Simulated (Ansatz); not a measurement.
Start from GaN in the zinc blende structure (space group F-43m, No. 216).

```
GaN
1.0
    0.00000     2.24908     2.24908
    2.24908     0.00000     2.24908
    2.24908     2.24908     0.00000
N Ga
1 1
Direct
  0.75000   0.75000   0.75000
  0.00000   0.00000   0.00000
```

Calculations: plane-wave PAW DFT at the r2SCAN level (Ansatz, an electronic-structure program, 500 eV), no spin-orbit coupling, earlier PAW set.

Now apply this change: Sb takes the place of N on all its sites; the structure is relaxed again.

Measured lattice parameter a: GaN 4.5 Å (room temperature; as listed in I. Vurgaftman, J. R. Meyer, L. R. Ram-Mohan, Journal of Applied Physics (2001)); GaSb 6.0959 Å (room temperature; as listed in I. Vurgaftman, J. R. Meyer, L. R. Ram-Mohan, Journal of Applied Physics (2001)).

How well does r2SCAN reproduce the measured shift?

With r2SCAN the lattice parameter a moves by +1.635 Å (4.498 → 6.133) against +1.596 Å measured.

Whether these cells are dynamically stable was not tested. This is not the structure that GaN has at room temperature and ambient pressure.
